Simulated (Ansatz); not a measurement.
Ca(OH)₂ (P-3m1, No. 164) was calculated with rVV10 (Ansatz, a quantum-chemistry and plane-wave program, PAW).

Numerical settings: plane-wave cutoff 520 eV, 12×12×8 k mesh (along the axes of the cell as run), Fermi–Dirac smearing 0.01 eV, scalar-relativistic PAW data made under PBE.

Properties against volume:

Shape and atoms are relaxed at each volume.

```tsv
V (Å³/atom)	P (GPa)	direct gap at Γ (eV)	c (Å)	a (Å)
10.343	1.79	4.169	4.690	3.568
10.559	0.83	4.083	4.745	3.584
10.774	0.00	4.001	4.802	3.599
10.990	-0.68	3.923	4.861	3.613
11.205	-1.25	3.848	4.923	3.625
```

A straight line through the gaps at Γ against ln V gives a volume deformation potential dE_g(Γ)/d ln V of -4.0 eV: the gap at Γ widens under compression.

Note: the relaxation could not lower the start's symmetry, so the cell can be a saddle point above a distorted one; the bulk modulus comes from volumes at which shape and atoms were relaxed.
